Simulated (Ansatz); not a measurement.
## Effect of pressure 3 GPa on hypothetical Cc Ga2O3

The parent structure is Ga2O3 (space group Cc, No. 9; a = 10.0670 Å, b = 5.7490 Å, c = 5.9507 Å, α = 90.00°, β = 122.28°, γ = 90.00°; a hypothetical phase, not in the database extracts checked).

The change: cell and atoms relaxed at a pressure of 3 GPa.

Level of theory: plane-wave PAW DFT at the PBE level (Ansatz, a first-principles code, 420 eV), without spin-orbit coupling. Settings: 7×7×7 k-points, 0.05 eV Fermi–Dirac smearing.

The volume per atom falls by 0.68 Å³, from 14.56 Å³ to 13.88 Å³ and the density increases by 0.21 g/cm³ (4.28 g/cm³ → 4.49 g/cm³). The shortest interatomic distance drops by 0.005 Å to 1.798 Å and the enthalpy H = E + PV relative to the base's energy is +0.27 eV/atom. The band gap grows by 0.09 eV to 2.14 eV and the gap character stays direct at Γ. The mean gap deformation potential ΔEg/Δln V amounts to -1.9 eV and the width of the top valence band grows by 0.05 eV (0.33 eV → 0.38 eV). The valence-band top at Γ (three highest levels, from the VBM) changes from 0.00, -0.20, -0.51 eV to 0.00, -0.31, -0.52 eV.

Final structure:

```xyz
10
Lattice="4.8879 -2.8654 -0.0164 4.8879 2.8654 -0.0164 -3.1024 0.0000 4.9650" Properties=species:S:1:pos:R:3 pbc="T T T"
Ga     4.1497    -2.3023     2.5012
Ga     5.7009     2.3023     0.0187
Ga     5.6705     0.4122     2.5133
Ga     7.2217    -0.4122     0.0308
O     -1.0232     0.7040     4.3892
O      0.5280    -0.7040     1.9067
O      5.8354     0.0682     4.3364
O      7.3866    -0.0682     1.8539
O      3.0429     0.7662     4.1611
O      4.5941    -0.7662     1.6786
```

Cost of the whole job for the changed cell (relaxation, final SCF and bands): about 18 core-minutes (a rough figure).

Load acts through the strain it causes; cell and atoms are relaxed under it. Whether these cells are dynamically stable was not tested.
